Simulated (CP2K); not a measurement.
Band structure of Ru (P6_3/mmc, 2 atoms in the cell).

```
Ru
1.0
    2.71000     0.00000     0.00000
   -1.35500     2.34693     0.00000
    0.00000     0.00000     4.28000
Ru
2
Direct
  0.33333   0.66667   0.25000
  0.66667   0.33333   0.75000
```

Method: CP2K with PBE, GPW, DZVP-MOLOPT-SR-GTH basis, GTH-PBE potentials (GTH_POTENTIALS).

Settings: CUTOFF = 500 Ry; REL_CUTOFF = 50 Ry; SMEAR/METHOD = FERMI_DIRAC; ELECTRONIC_TEMPERATURE = 1578.21 K; KPOINTS/SCHEME = MONKHORST-PACK 9 9 5; XC_FUNCTIONAL = PBE; Ru/BASIS_SET = DZVP-MOLOPT-SR-GTH-q16; Ru/POTENTIAL = GTH-PBE-q16; METHOD = GPW; EPS_DEFAULT = 1e-10; EXTRAPOLATION = USE_GUESS; NGRIDS = 5; SCF_GUESS = ATOMIC; EPS_SCF = 1e-06.

The starting cell has typed, rounded lattice constants, without a prior relaxation at this level. Spin polarisation is off. Values carry the incompleteness of an atom-centred basis.

Levels in eV from the Fermi level, bands 13 to 18:
```
point     13     14     15     16     17    18
-----  -----  -----  -----  -----  -----  ----
Γ      -2.47  -1.99  -1.99  -1.47  -1.47  1.12
M      -2.13  -1.88  -1.58   1.35   1.77  1.86
K      -2.91  -2.91  -1.13   0.95   0.95  1.40
A      -2.84  -2.84  -2.77  -2.77   0.48  0.48
L      -1.13  -1.13   0.45   0.45   1.61  1.61
H      -2.79  -2.79  -1.25  -1.25   1.17  1.17
```

Bands cross the Fermi level along this path, so the cell is metallic at this level.

Higher empty bands are left out: an atom-centred basis made for the valence describes them poorly.
